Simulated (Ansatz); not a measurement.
## BAs: response to strain

Take BAs in the zinc blende structure (space group F-43m, No. 216; a = 4.732 Å) as the base.

Strains are applied to the cell and any free atomic positions relax.

The values are results of LDA (Ansatz, a first-principles code; PAW; 420 eV plane waves; no spin-orbit coupling), not measurements.

Candidates:
(a) isotropic strain −3.00 %
(b) isotropic strain −1.00 %
(c) isotropic strain +2.00 %
(d) isotropic strain +2.50 %
(e) isotropic strain −2.50 %

Notes on the quantities. energy relative to the base: free energy F.

### Question
Order them by energy relative to the base, lowest first.

### Answer
(b) isotropic strain −1.00 % (+5.6 meV/atom), (c) isotropic strain +2.00 % (+21 meV/atom), (d) isotropic strain +2.50 % (+32 meV/atom), (e) isotropic strain −2.50 % (+37 meV/atom), (a) isotropic strain −3.00 % (+54 meV/atom)

Stability against distortions was not tested.
